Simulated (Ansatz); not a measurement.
## TaC (model structure, started from the NbAs type, I4₁md, No. 109, 4 atoms in the cell)

These are LDA (plane waves, PAW; Ansatz, a program for electronic structure) values and carry that method's errors.

Numerical settings: plane-wave cutoff 520 eV, 28×28×28 k mesh, Fermi–Dirac smearing 0.05 eV, scalar-relativistic PAW data made under PBE.

Cell (relaxed at this level):

```yaml
crystal:
  lattice:
    - [-1.45299, 1.45299, 5.24091]
    - [1.45299, -1.45299, 5.24091]
    - [1.45299, 1.45299, -5.24091]
  atoms:
    - { symbol: Ta, position: [0.50415, 0.50415, 0.00000] }
    - { symbol: Ta, position: [0.25415, 0.75415, 0.50000] }
    - { symbol: C, position: [0.91185, 0.91185, 0.00000] }
    - { symbol: C, position: [0.66185, 0.16185, 0.50000] }
```

| Quantity | Result |
|---|---|
| band gap | zero (no gap) |
| bulk modulus | 330 GPa |

Note: the bulk modulus is −V dP/dV from two relaxed cells at ±2 % in volume; the relaxation could raise the start's symmetry but not lower it, so the cell can be a saddle point.

Spin–orbit coupling is not included; it can open a gap where bands touch, and shift volumes and moduli.

Computed values are for the static lattice.

A model structure was made by putting elements into a prototype or built by hand; it is no filed structure, need not be a known phase, and can be a saddle point held by its symmetry.
